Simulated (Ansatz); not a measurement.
## MoAs2 (C2/m, No. 12, 6 atoms in the cell; start mp-1337)

Computed with LDA (Ansatz, an electronic-structure program, plane waves, PAW).

Run with plane-wave cutoff 520 eV, 18×18×8 k mesh (along the axes of the cell as run), Fermi–Dirac smearing 0.05 eV, no spin polarisation, scalar-relativistic PAW data made under PBE.

Cell (relaxed at this level):

```xyz
6
Lattice="4.4909 -1.6311 0.0153 4.4909 1.6311 0.0153 -3.7396 0.0000 6.6510" Properties=species:S:1:pos:R:3 pbc="T T T"
Mo     1.9953     0.0000     1.9992
Mo     3.2471     0.0000     4.6825
As     5.6811     0.0000     0.2348
As    -0.4387     0.0000     6.4468
As     5.8332     0.0000     4.0642
As    -0.5909     0.0000     2.6174
```

For MoAs2 (C2/m, No. 12, 6 atoms in the cell; start mp-1337), the bulk modulus B0 is 161 GPa.

Note: the bulk modulus is −V dP/dV from two relaxed cells at ±2 % in volume; the relaxation could not lower the start's symmetry, so the cell can be a saddle point above a distorted one.

Static lattice: no zero-point or thermal effects.

Computing time: around 40 core-minutes (rough).

A start named mp-… is a Materials Project structure, which need not be a measured phase.
